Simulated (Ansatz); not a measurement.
Cost and result by functional for the surface energy of the (100) surface of diamond in its 1x1 cell, relaxed from an ideal cut (the real face may reconstruct), outermost plane spacing 0.89 Å in the ideal cut, in Ansatz (plane waves, PAW). Single points on the PBE structure, on one kind of machine; costs are rough ratios of the slab run's core time (references not counted) to the cheapest single point. r2SCAN's cost holds its higher cutoff (500 against 420 eV). Differences are taken against r2SCAN for comparison alone: no measured value is at hand, so the table doesn't rank accuracy.

Set-up: 13 atoms, 10.7 Å thick at the start; mesh 10x10x1; 0.025 eV smearing; dipole correction on; all atoms relaxed; held to the start's symmetry, so lower structures may exist; no spin (no spin-polarised run to compare, though such a face may carry moments), no spin-orbit, no U. The slab shows no gap on its mesh. These notes are the PBE run's.

```tsv
functional	relative cost	surface energy (J/m²)	less r2SCAN (J/m²)
LDA	1	9.25	0.25
PBEsol	1	8.90	-0.11
RPBE	1	8.12	-0.89
r2SCAN	2	9.00	0.00
PBE (the relaxed run's value)	–	8.46	-0.54
```

The values span 1.14 J/m², while the single points' costs differ by a factor of roughly 2. Differences are of unrounded values.

Ansatz is a quantum-chemistry and plane-wave program.
